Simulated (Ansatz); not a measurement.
Consider Be₂C (space group Fm-3m, No. 225; a = 4.311 Å).

It is then changed as follows: cell and atoms relaxed at a pressure of 3 GPa.

Calculations: DFT with PBEsol, PAW potentials and a 420 eV plane-wave cutoff in Ansatz (an electronic-structure program), spin-orbit coupling left out.

Base, band edges from the VBM (valence, conduction): X -4.80, 1.08; W -5.96, 5.67; L -1.86, 4.98; Γ 0.00, 4.12; K -4.05, 3.26; U -4.05, 3.26 eV.

Give the band edges at the high-symmetry points of the new zone, measured from its valence-band maximum.


```
point  valence edge (eV)  conduction edge (eV)
-----  -----------------  --------------------
Γ                   0.00                  4.14
X                  -4.86                  1.08
U                  -4.10                  3.30
K                  -4.10                  3.30
L                  -1.88                  5.01
W                  -6.02                  5.71
```

The gap is 1.08 eV, indirect, Γ → X.

Load acts through the strain it causes; cell and atoms are relaxed under it. Stability against distortions was not tested.
